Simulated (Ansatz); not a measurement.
Take WSi₂ (space group I4/mmm, No. 139; relaxed with 0.1 eV smearing) as the base.

```xyz
3
Lattice="-1.6145 1.6145 3.9349 1.6145 -1.6145 3.9349 1.6145 1.6145 -3.9349" Properties=species:S:1:pos:R:3 pbc="T T T"
Si     0.0000     0.0000     5.2372
Si     0.0000     0.0000     2.6326
W      0.0000     0.0000     0.0000
```

Cartesian axes are those of the cell as printed.

The values are results of Kohn–Sham DFT with the PBE functional, run in Ansatz (a quantum-chemistry and plane-wave program) with PAW and 420 eV plane waves, spin-orbit coupling left out, not measurements.

For the base:

The shortest interatomic distance comes out as 2.605 Å and the band gap is zero.

The change: the cell is stretched by 2.00 % along z with no lateral relaxation; the atoms relax in the strained cell.

Question: Estimate the effect on the energy relative to the base, stress, shortest interatomic distance and band gap.

Answer: The energy grows by 8.3 meV/atom; the stress (xx, yy, zz, yz, xz, xy; compression positive) comes out as (-1.8, -1.8, -9.4, 0.0, 0.0, 0.0) GPa; the shortest interatomic distance increases by 0.035 Å (2.605 Å → 2.640 Å); the band gap stays zero.

Stability against distortions was not tested. The final runs are not spin-polarised.
